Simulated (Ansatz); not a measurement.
System: BP (model structure, P6₂22, No. 180, 6 atoms in the cell). Method: r²SCAN (Ansatz, a program for electronic structure, plane waves, PAW).

Settings: plane-wave cutoff 560 eV, 18×18×8 k mesh (along the axes of the cell as run), Fermi–Dirac smearing 0.05 eV, scalar-relativistic PAW data made under PBE.

Cell (relaxed at this level):

```
CELL_PARAMETERS angstrom
      3.27651     0.00000     0.00000
     -1.63826     2.83754     0.00000
      0.00000     0.00000     7.00455
ATOMIC_POSITIONS crystal
  B  0.50000 0.00000 0.66667
  B  0.00000 0.50000 0.33333
  B  0.50000 0.50000 0.00000
  P  0.50000 0.00000 0.16667
  P  0.00000 0.50000 0.83333
  P  0.50000 0.50000 0.50000
```

Question: Predict the band gap and smallest direct gap on the k points sampled.

Answer: 
* **band gap**: 0.23 eV (indirect)
* **smallest direct gap on the k points sampled**: 2.68 eV

Note: the relaxation could raise the start's symmetry but not lower it, so the cell can be a saddle point.

Static lattice: no zero-point or thermal effects.

Cost on a shared machine: very roughly 40 core-seconds.

A model structure was made by putting elements into a prototype or built by hand; it is no filed structure, need not be a known phase, and can be a saddle point held by its symmetry.
